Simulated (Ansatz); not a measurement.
A self-consistent single point of PdS (F-43m, 2 atoms in the cell) with Ansatz (an electronic-structure program).

Computed with PBE (plane waves, PAW; Ansatz).

The change in words: lattice scaled by 1.015; basis.ecutwfc: 30.9 Ry → 18.4 Ry. Reference geometry:
```
PdS
1.0
    0.00000     2.72325     2.72325
    2.72325     0.00000     2.72325
    2.72325     2.72325     0.00000
S Pd
1 1
Cartesian
  1.36162   1.36162   1.36162
  0.00000   0.00000   0.00000
```

Reference input (self-consistent single point, DFT, PBE, plane waves, default PAW files): basis.ecutwfc = 30.9 Ry; kpoints.mp_grid.grid = 10 10 10; hamiltonian.xc = pbe; hamiltonian.pseudopotentials = {kind: paw} (the program's default PAW files); scf.occupations.method = cold; scf.occupations.width = 0.0073 Ry. This run's input differs from it in these lines:

Ansatz 0.2 input:
```diff
@@ -2,5 +2,5 @@
   lattice:
-    - [0.000000, 2.723248, 2.723248]
-    - [2.723248, 0.000000, 2.723248]
-    - [2.723248, 2.723248, 0.000000]
+    - [0.000000, 2.764097, 2.764097]
+    - [2.764097, 0.000000, 2.764097]
+    - [2.764097, 2.764097, 0.000000]
   atoms:
@@ -9,3 +9,3 @@
 basis:
-  ecutwfc: 30.9 Ry
+  ecutwfc: 18.4 Ry
 kpoints:
```

Log, with long lists cut:

```
SCF iter   1: F=—  HF=-7873.260132 eV  |F-HF|=—  |Δ(HF+E_count)|=         —  Δρ=3.19e-2  dr2=2.26e-1  ethr=1.77e-3  ⟨swp⟩=5.6  Hψ=3837  notcnv=0
all-band conjugate gradients solve this SCF's bands
preconditioner: auto → LDOS
SCF iter   2: F=—  HF=-7873.217536 eV  |F-HF|=—  |Δ(HF+E_count)|=   4.26e-2  S|Δr|=    0.00e0  Δρ=1.64e-2  dr2=7.69e-2  ethr=9.40e-4  ⟨swp⟩=2.0  Hψ=1862  notcnv=0  defer=18
SCF iter   3: F=—  HF=-7873.192561 eV  |F-HF|=—  |Δ(HF+E_count)|=   2.50e-2  S|Δr|=    0.00e0  Δρ=1.19e-3  dr2=4.27e-4  ethr=3.20e-4  ⟨swp⟩=2.0  Hψ=1421  notcnv=0  defer=18
SCF iter   4: F=—  HF=-7873.192569 eV  |F-HF|=—  |Δ(HF+E_count)|=   8.93e-6  S|Δr|=    0.00e0  Δρ=2.38e-4  dr2=3.94e-5  ethr=1.78e-6  ⟨swp⟩=2.7  Hψ=1323  notcnv=0  defer=18
SCF iter   5: F=—  HF=-7873.192614 eV  |F-HF|=—  |Δ(HF+E_count)|=   4.43e-5  S|Δr|=    0.00e0  Δρ=1.07e-4  dr2=6.78e-6  ethr=1.64e-7  ⟨swp⟩=1.0  Hψ=736  notcnv=0  defer=18
SCF iter   6: F=-7873.192613 eV  HF=-7873.192613 eV  |F-HF|=1.76e-10  |Δ(HF+E_count)|=   1.20e-6  S|Δr|=    0.00e0  Δρ=7.81e-6  dr2=2.55e-8  ethr=4.17e-10  ⟨swp⟩=4.2  Hψ=3186  notcnv=0
SCF 1 converged in 6 iterations: F = -7873.192613 eV  dr2 = 2.55e-8
Stability not checked (fill_not_monotonic)
Free energy (F): -7873.192613 eV
Internal energy: -7873.191090 eV  (E = F + TS)
E sigma→0 (E₀):  -7873.192105 eV
Entropy (-TS):   -0.001523 eV (-0.761 meV/atom)
Fermi energy:    9.021980 eV
--- Forces (eV/Å), atoms counted from 1 ---
  atom   1  S     -0.00000000    -0.00000000    -0.00000000
  atom   2  Pd    -0.00000000    -0.00000000    -0.00000000
--- Stress (GPa, compression-positive) ---
       -3.200461       0.000000       0.000000
       -0.000000      -3.200461      -0.000000
        0.000000      -0.000000      -3.200461
  P = ⅓ Tr σ = -3.2005 GPa (-32.005 kbar)
  The stress holds the Pulay correction. Without it, at fixed plane waves, as pw.x and ABINIT print it: P = -51.4173 GPa
```

The run converged in 6 iterations. Against the reference run the free energy rises by 966 meV/atom and the pressure goes from -0.96 to -3.20 GPa.

The starting cell was generated: these elements placed on a structure prototype, without a prior relaxation; it need not be a known phase or ordering of this composition. Its lattice was rescaled by a random factor within 2.5 % of one. For this run, on top of that: lattice scaled by 1.015. Spin polarisation is off. Ansatz's pressure includes its estimate of the finite-basis (Pulay) stress. Without the estimate this run gives -51.42 GPa. The cutoff lies below the one recommended for these files.
